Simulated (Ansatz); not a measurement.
Electronic density of states of amorphous Si₂₄O₄₈La, density 2.37 g/cm³, on a 2×2×2 Γ-centred mesh with a Gaussian width of 0.1 eV; energies count from the Fermi level, whose place inside the gap is arbitrary. Cell and mesh are small, so fine structure isn't converged. All values below come from PBE, scalar-relativistic without spin-orbit coupling (plane waves to 420 eV, PAW; Ansatz, a first-principles code). Sampling: a 2×2×2 Γ-centred mesh; Fermi-Dirac width 0.02 eV; collinear spin, started from a total moment of 1 μB (at the end a net moment of 1.0 μB). The usual formal charges leave 3 electrons over, so the level spacing at the Fermi energy parts defect or band states and needn't be the band gap. In the spin-polarised cell the level spacing at the Fermi energy can part levels of unlike spin. At PBE the levels at both edges of the gap are localised (band-tail or defect states), and the nearest spread-out levels lie 5.6 eV apart at the zone centre.

It comes from a melt-quench run on a machine-learned potential (CHGNet), relaxed afterwards by DFT. O atoms were pushed apart under 1.9 Å during the dynamics, to hinder bonds among them. The hot cell started wider than the set density and was brought back towards it in steps. It is the lowest in DFT energy of 2 quenches. It is a model cell: composition and starting density were chosen by hand, and all elements were melted together. No dispersion term was used. Its density started from a set value of 2.37 and ended at 2.37 g/cm³. The simulated quench (nominally 400 K/ps over its main leg) is rapid and tends to freeze in more defects than a deposited or slowly cooled glass has. A cell of this size samples the disorder only roughly. The volume was held where the preparation left it, at a PBE pressure of 1.0 GPa. Stress components on the final sampling reach 2.2 GPa. Cycles of charging lowered its energy after that relaxation.

```json
[
 {"E - EF (eV)": "-12.00", "states/(eV atom)": "0.02"},
 {"E - EF (eV)": "-11.90", "states/(eV atom)": "0.10"},
 {"E - EF (eV)": "-11.80", "states/(eV atom)": "0.17"},
 {"E - EF (eV)": "-11.70", "states/(eV atom)": "0.17"},
 {"E - EF (eV)": "-11.60", "states/(eV atom)": "0.16"},
 {"E - EF (eV)": "-11.50", "states/(eV atom)": "0.14"},
 {"E - EF (eV)": "-11.40", "states/(eV atom)": "0.17"},
 {"E - EF (eV)": "-11.30", "states/(eV atom)": "0.17"},
 {"E - EF (eV)": "-11.20", "states/(eV atom)": "0.15"},
 {"E - EF (eV)": "-11.10", "states/(eV atom)": "0.18"},
 {"E - EF (eV)": "-11.00", "states/(eV atom)": "0.16"},
 {"E - EF (eV)": "-10.90", "states/(eV atom)": "0.17"},
 {"E - EF (eV)": "-10.80", "states/(eV atom)": "0.21"},
 {"E - EF (eV)": "-10.70", "states/(eV atom)": "0.19"},
 {"E - EF (eV)": "-10.60", "states/(eV atom)": "0.18"},
 {"E - EF (eV)": "-10.50", "states/(eV atom)": "0.20"},
 {"E - EF (eV)": "-10.40", "states/(eV atom)": "0.21"},
 {"E - EF (eV)": "-10.30", "states/(eV atom)": "0.18"},
 {"E - EF (eV)": "-10.20", "states/(eV atom)": "0.18"},
 {"E - EF (eV)": "-10.10", "states/(eV atom)": "0.18"},
 {"E - EF (eV)": "-10.00", "states/(eV atom)": "0.22"},
 {"E - EF (eV)": "-9.90", "states/(eV atom)": "0.21"},
 {"E - EF (eV)": "-9.80", "states/(eV atom)": "0.16"},
 {"E - EF (eV)": "-9.70", "states/(eV atom)": "0.15"},
 {"E - EF (eV)": "-9.60", "states/(eV atom)": "0.15"},
 {"E - EF (eV)": "-9.50", "states/(eV atom)": "0.19"},
 {"E - EF (eV)": "-9.40", "states/(eV atom)": "0.18"},
 {"E - EF (eV)": "-9.30", "states/(eV atom)": "0.16"},
 {"E - EF (eV)": "-9.20", "states/(eV atom)": "0.21"},
 {"E - EF (eV)": "-9.10", "states/(eV atom)": "0.25"},
 {"E - EF (eV)": "-9.00", "states/(eV atom)": "0.22"},
 {"E - EF (eV)": "-8.90", "states/(eV atom)": "0.16"},
 {"E - EF (eV)": "-8.80", "states/(eV atom)": "0.22"},
 {"E - EF (eV)": "-8.70", "states/(eV atom)": "0.29"},
 {"E - EF (eV)": "-8.60", "states/(eV atom)": "0.32"},
 {"E - EF (eV)": "-8.50", "states/(eV atom)": "0.38"},
 {"E - EF (eV)": "-8.40", "states/(eV atom)": "0.52"},
 {"E - EF (eV)": "-8.30", "states/(eV atom)": "0.65"},
 {"E - EF (eV)": "-8.20", "states/(eV atom)": "0.62"},
 {"E - EF (eV)": "-8.10", "states/(eV atom)": "0.53"},
 {"E - EF (eV)": "-8.00", "states/(eV atom)": "0.49"},
 {"E - EF (eV)": "-7.90", "states/(eV atom)": "0.50"},
 {"E - EF (eV)": "-7.80", "states/(eV atom)": "0.50"},
 {"E - EF (eV)": "-7.70", "states/(eV atom)": "0.46"},
 {"E - EF (eV)": "-7.60", "states/(eV atom)": "0.48"},
 {"E - EF (eV)": "-7.50", "states/(eV atom)": "0.46"},
 {"E - EF (eV)": "-7.40", "states/(eV atom)": "0.28"},
 {"E - EF (eV)": "-7.30", "states/(eV atom)": "0.10"},
 {"E - EF (eV)": "-7.20", "states/(eV atom)": "0.02"},
 {"E - EF (eV)": "-7.10", "states/(eV atom)": "0.09"},
 {"E - EF (eV)": "-7.00", "states/(eV atom)": "0.17"},
 {"E - EF (eV)": "-6.90", "states/(eV atom)": "0.24"},
 {"E - EF (eV)": "-6.80", "states/(eV atom)": "0.33"},
 {"E - EF (eV)": "-6.70", "states/(eV atom)": "0.22"},
 {"E - EF (eV)": "-6.60", "states/(eV atom)": "0.16"},
 {"E - EF (eV)": "-6.50", "states/(eV atom)": "0.26"},
 {"E - EF (eV)": "-6.40", "states/(eV atom)": "0.28"},
 {"E - EF (eV)": "-6.30", "states/(eV atom)": "0.36"},
 {"E - EF (eV)": "-6.20", "states/(eV atom)": "0.40"},
 {"E - EF (eV)": "-6.10", "states/(eV atom)": "0.42"},
 {"E - EF (eV)": "-6.00", "states/(eV atom)": "0.47"},
 {"E - EF (eV)": "-5.90", "states/(eV atom)": "0.51"},
 {"E - EF (eV)": "-5.80", "states/(eV atom)": "0.57"},
 {"E - EF (eV)": "-5.70", "states/(eV atom)": "0.62"},
 {"E - EF (eV)": "-5.60", "states/(eV atom)": "0.71"},
 {"E - EF (eV)": "-5.50", "states/(eV atom)": "0.77"},
 {"E - EF (eV)": "-5.40", "states/(eV atom)": "0.74"},
 {"E - EF (eV)": "-5.30", "states/(eV atom)": "0.71"},
 {"E - EF (eV)": "-5.20", "states/(eV atom)": "0.66"},
 {"E - EF (eV)": "-5.10", "states/(eV atom)": "0.74"},
 {"E - EF (eV)": "-5.00", "states/(eV atom)": "0.79"},
 {"E - EF (eV)": "-4.90", "states/(eV atom)": "0.79"},
 {"E - EF (eV)": "-4.80", "states/(eV atom)": "0.81"},
 {"E - EF (eV)": "-4.70", "states/(eV atom)": "0.86"},
 {"E - EF (eV)": "-4.60", "states/(eV atom)": "0.92"},
 {"E - EF (eV)": "-4.50", "states/(eV atom)": "0.94"},
 {"E - EF (eV)": "-4.40", "states/(eV atom)": "0.95"},
 {"E - EF (eV)": "-4.30", "states/(eV atom)": "0.91"},
 {"E - EF (eV)": "-4.20", "states/(eV atom)": "0.91"},
 {"E - EF (eV)": "-4.10", "states/(eV atom)": "0.91"},
 {"E - EF (eV)": "-4.00", "states/(eV atom)": "0.90"},
 {"E - EF (eV)": "-3.90", "states/(eV atom)": "0.90"},
 {"E - EF (eV)": "-3.80", "states/(eV atom)": "0.85"},
 {"E - EF (eV)": "-3.70", "states/(eV atom)": "0.77"},
 {"E - EF (eV)": "-3.60", "states/(eV atom)": "0.74"},
 {"E - EF (eV)": "-3.50", "states/(eV atom)": "0.78"},
 {"E - EF (eV)": "-3.40", "states/(eV atom)": "0.81"},
 {"E - EF (eV)": "-3.30", "states/(eV atom)": "0.76"},
 {"E - EF (eV)": "-3.20", "states/(eV atom)": "0.59"},
 {"E - EF (eV)": "-3.10", "states/(eV atom)": "0.34"},
 {"E - EF (eV)": "-3.00", "states/(eV atom)": "0.28"},
 {"E - EF (eV)": "-2.90", "states/(eV atom)": "0.27"},
 {"E - EF (eV)": "-2.80", "states/(eV atom)": "0.24"},
 {"E - EF (eV)": "-2.70", "states/(eV atom)": "0.26"},
 {"E - EF (eV)": "-2.60", "states/(eV atom)": "0.13"},
 {"E - EF (eV)": "-2.50", "states/(eV atom)": "0.13"},
 {"E - EF (eV)": "-2.40", "states/(eV atom)": "0.10"},
 {"E - EF (eV)": "-2.30", "states/(eV atom)": "0.02"},
 {"E - EF (eV)": "-2.20", "states/(eV atom)": "0.00"},
 {"E - EF (eV)": "-2.10", "states/(eV atom)": "0.00"},
 {"E - EF (eV)": "-2.00", "states/(eV atom)": "0.00"},
 {"E - EF (eV)": "-1.90", "states/(eV atom)": "0.00"},
 {"E - EF (eV)": "-1.80", "states/(eV atom)": "0.00"},
 {"E - EF (eV)": "-1.70", "states/(eV atom)": "0.00"},
 {"E - EF (eV)": "-1.60", "states/(eV atom)": "0.00"},
 {"E - EF (eV)": "-1.50", "states/(eV atom)": "0.00"},
 {"E - EF (eV)": "-1.40", "states/(eV atom)": "0.00"},
 {"E - EF (eV)": "-1.30", "states/(eV atom)": "0.00"},
 {"E - EF (eV)": "-1.20", "states/(eV atom)": "0.05"},
 {"E - EF (eV)": "-1.10", "states/(eV atom)": "0.14"},
 {"E - EF (eV)": "-1.00", "states/(eV atom)": "0.07"},
 {"E - EF (eV)": "-0.90", "states/(eV atom)": "0.02"},
 {"E - EF (eV)": "-0.80", "states/(eV atom)": "0.06"},
 {"E - EF (eV)": "-0.70", "states/(eV atom)": "0.05"},
 {"E - EF (eV)": "-0.60", "states/(eV atom)": "0.01"},
 {"E - EF (eV)": "-0.50", "states/(eV atom)": "0.00"},
 {"E - EF (eV)": "-0.40", "states/(eV atom)": "0.00"},
 {"E - EF (eV)": "-0.30", "states/(eV atom)": "0.00"},
 {"E - EF (eV)": "-0.20", "states/(eV atom)": "0.00"},
 {"E - EF (eV)": "-0.10", "states/(eV atom)": "0.00"},
 {"E - EF (eV)": "0.00", "states/(eV atom)": "0.00"},
 {"E - EF (eV)": "0.10", "states/(eV atom)": "0.00"},
 {"E - EF (eV)": "0.20", "states/(eV atom)": "0.00"},
 {"E - EF (eV)": "0.30", "states/(eV atom)": "0.00"},
 {"E - EF (eV)": "0.40", "states/(eV atom)": "0.00"},
 {"E - EF (eV)": "0.50", "states/(eV atom)": "0.00"},
 {"E - EF (eV)": "0.60", "states/(eV atom)": "0.01"},
 {"E - EF (eV)": "0.70", "states/(eV atom)": "0.05"},
 {"E - EF (eV)": "0.80", "states/(eV atom)": "0.06"},
 {"E - EF (eV)": "0.90", "states/(eV atom)": "0.02"},
 {"E - EF (eV)": "1.00", "states/(eV atom)": "0.00"},
 {"E - EF (eV)": "1.10", "states/(eV atom)": "0.00"},
 {"E - EF (eV)": "1.20", "states/(eV atom)": "0.00"},
 {"E - EF (eV)": "1.30", "states/(eV atom)": "0.00"},
 {"E - EF (eV)": "1.40", "states/(eV atom)": "0.00"},
 {"E - EF (eV)": "1.50", "states/(eV atom)": "0.00"},
 {"E - EF (eV)": "1.60", "states/(eV atom)": "0.00"},
 {"E - EF (eV)": "1.70", "states/(eV atom)": "0.00"},
 {"E - EF (eV)": "1.80", "states/(eV atom)": "0.00"},
 {"E - EF (eV)": "1.90", "states/(eV atom)": "0.00"},
 {"E - EF (eV)": "2.00", "states/(eV atom)": "0.00"},
 {"E - EF (eV)": "2.10", "states/(eV atom)": "0.00"},
 {"E - EF (eV)": "2.20", "states/(eV atom)": "0.00"},
 {"E - EF (eV)": "2.30", "states/(eV atom)": "0.00"},
 {"E - EF (eV)": "2.40", "states/(eV atom)": "0.00"},
 {"E - EF (eV)": "2.50", "states/(eV atom)": "0.03"},
 {"E - EF (eV)": "2.60", "states/(eV atom)": "0.17"},
 {"E - EF (eV)": "2.70", "states/(eV atom)": "0.36"},
 {"E - EF (eV)": "2.80", "states/(eV atom)": "0.51"},
 {"E - EF (eV)": "2.90", "states/(eV atom)": "0.54"},
 {"E - EF (eV)": "3.00", "states/(eV atom)": "0.37"},
 {"E - EF (eV)": "3.10", "states/(eV atom)": "0.27"},
 {"E - EF (eV)": "3.20", "states/(eV atom)": "0.16"},
 {"E - EF (eV)": "3.30", "states/(eV atom)": "0.11"},
 {"E - EF (eV)": "3.40", "states/(eV atom)": "0.10"},
 {"E - EF (eV)": "3.50", "states/(eV atom)": "0.12"},
 {"E - EF (eV)": "3.60", "states/(eV atom)": "0.14"},
 {"E - EF (eV)": "3.70", "states/(eV atom)": "0.12"},
 {"E - EF (eV)": "3.80", "states/(eV atom)": "0.12"},
 {"E - EF (eV)": "3.90", "states/(eV atom)": "0.13"},
 {"E - EF (eV)": "4.00", "states/(eV atom)": "0.13"},
 {"E - EF (eV)": "4.10", "states/(eV atom)": "0.19"},
 {"E - EF (eV)": "4.20", "states/(eV atom)": "0.23"},
 {"E - EF (eV)": "4.30", "states/(eV atom)": "0.20"},
 {"E - EF (eV)": "4.40", "states/(eV atom)": "0.20"},
 {"E - EF (eV)": "4.50", "states/(eV atom)": "0.20"},
 {"E - EF (eV)": "4.60", "states/(eV atom)": "0.19"},
 {"E - EF (eV)": "4.70", "states/(eV atom)": "0.24"},
 {"E - EF (eV)": "4.80", "states/(eV atom)": "0.21"},
 {"E - EF (eV)": "4.90", "states/(eV atom)": "0.20"},
 {"E - EF (eV)": "5.00", "states/(eV atom)": "0.28"},
 {"E - EF (eV)": "5.10", "states/(eV atom)": "0.28"},
 {"E - EF (eV)": "5.20", "states/(eV atom)": "0.28"},
 {"E - EF (eV)": "5.30", "states/(eV atom)": "0.29"},
 {"E - EF (eV)": "5.40", "states/(eV atom)": "0.32"},
 {"E - EF (eV)": "5.50", "states/(eV atom)": "0.35"},
 {"E - EF (eV)": "5.60", "states/(eV atom)": "0.35"},
 {"E - EF (eV)": "5.70", "states/(eV atom)": "0.42"}
]
```

The level spacing at the Fermi energy on this mesh is 1.48 eV; the broadening fills part of it in the curve.
